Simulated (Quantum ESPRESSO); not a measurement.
Input and output of a self-consistent single point for NaLi3 (P1, 8 atoms in the cell) (Quantum ESPRESSO).

Method of the run: PBEsol, GBRV 1.5 ultrasoft (PBESOL) pseudopotentials (plane waves; Quantum ESPRESSO 7.5).

```
CELL_PARAMETERS angstrom
      6.54517     0.00000     0.00000
     -3.27258     5.66828     0.00000
      0.00000     0.00000     5.39397
ATOMIC_POSITIONS crystal
  Na 0.33578 0.67595 0.74245
  Na 0.67704 0.33411 0.24923
  Li 0.15619 0.32301 0.24437
  Li 0.84529 0.67975 0.76106
  Li 0.83550 0.15537 0.74806
  Li 0.15720 0.83767 0.24925
  Li 0.68211 0.84029 0.24554
  Li 0.31090 0.15386 0.76003
```

Reference input (self-consistent single point, DFT, PBEsol, plane waves, GBRV 1.5 ultrasoft (PBESOL) pseudopotentials): ecutwfc = 40 Ry; ecutrho = 200 Ry; occupations = smearing; smearing = fd; degauss = 0.0073499 Ry; potentials = {Na: na_pbesol_v1.5.uspp.F.UPF, Li: li_pbesol_v1.4.uspp.F.UPF}; K_POINTS = automatic 4 4 5 0 0 0; conv_thr = 1e-09 Ry. This run's input differs from it in these lines:

```diff
@@ -34,3 +34,3 @@
 K_POINTS {automatic}
-4 4 5  0 0 0
+3 3 4  0 0 0
 CELL_PARAMETERS {angstrom}
```

The program printed (abridged):

```
     Self-consistent Calculation

     iteration #  1     ecut=    40.00 Ry     beta= 0.70

     total energy              =    -275.37674000 Ry
     estimated scf accuracy    <       3.23049503 Ry

     iteration #  2     ecut=    40.00 Ry     beta= 0.70

     total energy              =    -276.44087215 Ry
     estimated scf accuracy    <       0.59396496 Ry

     iteration #  3     ecut=    40.00 Ry     beta= 0.70

     total energy              =    -276.51883371 Ry
     estimated scf accuracy    <       0.02099187 Ry

   [... 6 blocks of this kind left out ...]

     iteration # 10     ecut=    40.00 Ry     beta= 0.70

     total energy              =    -276.52737783 Ry
     estimated scf accuracy    <          4.5E-09 Ry

     iteration # 11     ecut=    40.00 Ry     beta= 0.70
     End of self-consistent calculation

     the Fermi energy is     1.1112 ev

!    total energy              =    -276.52737783 Ry
     estimated scf accuracy    <          1.7E-10 Ry
     smearing contrib. (-TS)   =      -0.00813638 Ry
     internal energy E=F+TS    =    -276.51924145 Ry

     convergence has been achieved in  11 iterations

     Forces acting on atoms (cartesian axes, Ry/au):

     atom    1 type  1   force =     0.00151117   -0.00341810    0.00087462
     atom    2 type  1   force =    -0.00481099   -0.00106020    0.00183249
     atom    3 type  2   force =     0.00306835   -0.00137170    0.00073131
     atom    4 type  2   force =    -0.00226239   -0.00004872   -0.00260522
     atom    5 type  2   force =     0.00207819    0.00088743   -0.00002221
   [... lines left out ...]

     Total force =     0.009640     Total SCF correction =     0.000022

          total   stress  (Ry/bohr**3)                   (kbar)     P=       -3.04
   0.00000759   0.00000035   0.00000094            1.12        0.05        0.14
   0.00000035   0.00000661  -0.00000078            0.05        0.97       -0.11
   0.00000094  -0.00000078  -0.00007625            0.14       -0.11      -11.22

   JOB DONE.
```

The run converged in 11 iterations. Against the reference run the free energy falls by 1.5 meV/atom, the pressure stays near -0.30 GPa while the zz stress (positive for compression) goes from -0.62 to -1.12 GPa and the largest force moves little (0.134 to 0.135 eV/Å).

The starting cell comes from a database of computed structures (which also holds hypothetical and non-ambient phases and stackings), without a prior relaxation at this level. Its atoms were displaced at random from the sites of space group no. 194.

Cost on one core of a shared machine: roughly 30 s.
